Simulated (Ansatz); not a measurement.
ScIr3 (Pm-3m, No. 221, 4 atoms in the cell; start mp-12593), treated with LDA (Ansatz, a first-principles code, PAW).

Run with plane-wave cutoff 520 eV, 14×14×14 k mesh, Fermi–Dirac smearing 0.05 eV, no spin polarisation, scalar-relativistic PAW data made under PBE.

Cell (relaxed at this level):

```cif
data_Ir3Sc
_chemical_formula_sum 'Sc1 Ir3'
_space_group_name_H-M_alt 'Pm-3m'
_space_group_IT_number 221
_space_group_name_Hall '-P 4 2 3'
_cell_length_a 3.87020
_cell_length_b 3.87020
_cell_length_c 3.87020
_cell_angle_alpha 90.000
_cell_angle_beta 90.000
_cell_angle_gamma 90.000
loop_
_atom_site_label
_atom_site_type_symbol
_atom_site_symmetry_multiplicity
_atom_site_Wyckoff_symbol
_atom_site_fract_x
_atom_site_fract_y
_atom_site_fract_z
_atom_site_occupancy
Sc1 Sc 1 a 0.00000 0.00000 0.00000 1
Ir1 Ir 3 c 0.00000 0.50000 0.50000 1
```

What does this level give for the bulk modulus B0?


- bulk modulus B0 = 289 GPa

Note: the run has no spin polarisation, so it can have missed a magnetic state; the bulk modulus is −V dP/dV from two relaxed cells at ±2 % in volume; the relaxation could not lower the start's symmetry, so the cell can be a saddle point above a distorted one.

Spin–orbit coupling is not included.

The computed numbers hold no vibrational or temperature effects.

A start named mp-… is a Materials Project structure, which need not be a measured phase.
